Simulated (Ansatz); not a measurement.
A computed series for NbP: pressure series

The parent structure is NbP (space group I4_1md, No. 109; a = 3.347 Å, c = 11.427 Å).

Cell and atoms are relaxed at each pressure.

Calculations: Ansatz (a first-principles code), PBE, PAW, cutoff 420 eV, no spin-orbit coupling.

Two rows of this table had their results exchanged by mistake.

| pressure | volume per atom (Å³) | shortest distance (Å) | band gap |
|---|---|---|---|
| pressure 3 GPa | 15.75 | 2.529 | zero |
| pressure 7 GPa | 15.45 | 2.513 | zero |
| pressure 15 GPa | 13.31 | 2.397 | zero |
| pressure 30 GPa | 14.13 | 2.441 | zero |
| pressure 50 GPa | 14.93 | 2.484 | zero |
| pressure 75 GPa | 12.52 | 2.355 | zero |
| pressure 100 GPa | 11.90 | 2.317 | zero |

Question: Which two?

Answer: The rows for pressure 15 GPa and pressure 50 GPa: the volume has to fall steadily with pressure, so 14.93 Å³ belongs to pressure 15 GPa and 13.31 Å³ to pressure 50 GPa.

Load acts through the strain it causes; cell and atoms are relaxed under it. No phonon test of stability was made. Competing high-pressure phases were not computed. The final runs are not spin-polarised. The zero or small gap of NbP can change with the level of theory.
